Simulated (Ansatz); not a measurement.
A computed series for TiAl: pressure series

The parent structure is TiAl (space group P4/mmm, No. 123).

```
CELL_PARAMETERS angstrom
      2.82408     0.00000     0.00000
      0.00000     2.82408     0.00000
      0.00000     0.00000     4.07063
ATOMIC_POSITIONS crystal
  Al 0.50000 0.50000 0.50000
  Ti 0.00000 0.00000 0.00000
```

Cell and atoms are relaxed at each pressure.

Level of theory: Ansatz (a quantum-chemistry and plane-wave program) PBE, spin-orbit coupling left out, earlier PAW set.

```tsv
P (GPa)	V (Å³/atom)
-2.01	16.533
-1.01	16.380
0.89	16.107
2.09	15.947
4.50	15.645
9.00	15.146
15.00	14.581
22.50	13.989
30.00	13.489
```

Problem. Fit a third-order Birch–Murnaghan equation of state.

Solution. Least squares on P(V) = (3B₀/2)[(V₀/V)^(7/3) − (V₀/V)^(5/3)]·[1 + (3/4)(B₀′ − 4)((V₀/V)^(2/3) − 1)] gives V₀ = 16.23 Å³/atom, B₀ = 114 GPa and B₀′ = 3.8.

Load acts through the strain it causes; cell and atoms are relaxed under it. Stability against distortions was not tested. Competing high-pressure phases were not computed. All final runs are without spin polarisation.
